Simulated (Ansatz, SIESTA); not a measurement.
**YTi₂Ga₄ (P1, 7 atoms in the cell) computed with different codes at matched settings**

Self-consistent single point, at a second geometry (atoms moved at random). First geometry:

```xyz
7
Lattice="-3.3929 3.3929 2.7405 3.3929 -3.3929 2.7405 3.3929 3.3929 -2.7405" Properties=species:S:1:pos:R:3 pbc="T T T"
Y      0.0000     0.0000     0.0000
Ti     0.0000     3.3929     1.3702
Ti     3.3929     0.0000     1.3702
Ga     1.3335    -1.3335     2.7405
Ga    -1.3335     1.3335     2.7405
Ga     1.3335     1.3335     2.7405
Ga     2.0594     2.0594     0.0000
```

Second geometry:
```
Y(TiGa2)2
1.0
   -3.39292     3.39292     2.74046
    3.39292    -3.39292     2.74046
    3.39292     3.39292    -2.74046
Y Ti Ga
1 2 4
Direct
  0.00365   0.99975   0.99290
  0.75565   0.24884   0.50023
  0.25620   0.75517   0.50503
  0.31185   0.69442   0.00652
  0.69430   0.30612   0.99856
  0.67968   0.69332   0.39269
  0.29868   0.30237   0.60407
```

Shared settings, as Ansatz (a program for electronic structure) writes them: kpoints.mp_grid.grid = 5 5 5; scf.occupations.method = gaussian; scf.occupations.width = 0.136 eV. Potentials and cutoffs stand in the table.

```tsv
code	model	ΔF from the first geometry (meV/atom)	pressure (GPa)	largest force (eV/Å)	cutoff
Ansatz	PBEsol, PAW files made with PBE	8.3	-4.69	0.696	default
SIESTA	GGA PBEsol, numerical atomic orbitals DZP, PseudoDojo PBEsol standard norm-conserving potentials (rewritten from UPF to PSML)	10.2	-6.13	0.788	grid 350 Ry
```

Size of the force on each atom (eV/Å): Sizes of forces hide their directions.

| code | Y1 | Ti2 | Ti3 | Ga4 | Ga5 | Ga6 | Ga7 |
|---|---|---|---|---|---|---|---|
| Ansatz | 0.238 | 0.324 | 0.340 | 0.480 | 0.217 | 0.696 | 0.210 |
| SIESTA | 0.244 | 0.353 | 0.375 | 0.624 | 0.355 | 0.788 | 0.337 |

On Ansatz's run: spin polarisation is off.

The spread over the programs that give each value: ΔF from the first geometry within 1.9 meV/atom; pressure within 1.44 GPa; largest force within 0.092 eV/Å.

SIESTA uses small atom-centred bases, whose incompleteness enters pressures, forces and empty levels differently from a plane-wave cutoff. Ansatz's pressure is given at a fixed set of plane waves, as the other plane-wave codes print theirs; with its correction for the finite basis it is -4.66 GPa.

The starting cell comes from a database of computed structures (which also holds hypothetical and non-ambient phases and stackings), without a prior relaxation at this level. Its lattice was rescaled by a random factor within 2.5 % of one. For this run, on top of that: atoms moved at random.

Left out of this page: CP2K (unsound by tests on forces, stress, charge or solver warnings).

Keys are those of Ansatz 0.2.
